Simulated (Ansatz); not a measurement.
**ZnO, response to strain**

Base system: ZnO in the wurtzite structure (space group P6_3mc, No. 186; a = 3.279 Å, c = 5.294 Å).

Strains are applied to the cell and any free atomic positions relax.

Level of theory: Ansatz (a first-principles code), PBE, PAW, cutoff 420 eV, spin-orbit coupling left out.

```csv
isotropic strain (%),band gap (eV)
-3,0.87
-2.4,0.85
-1.8,?
-1.2,0.80
-0.6,0.77
0,0.74
```

Fit E_g = E₀ + Dε (ε in %) to the rows shown and predict the withheld row.

Least squares on the printed values gives E₀ = 0.74 eV, D = -43.4 meV per % of strain (largest residual 0.00 eV); this predicts 0.82 eV, and the run gives 0.82 eV, in agreement.

Gaps are Kohn–Sham eigenvalue differences; semilocal functionals usually give less than the measured gap. No phonon test of stability was made.
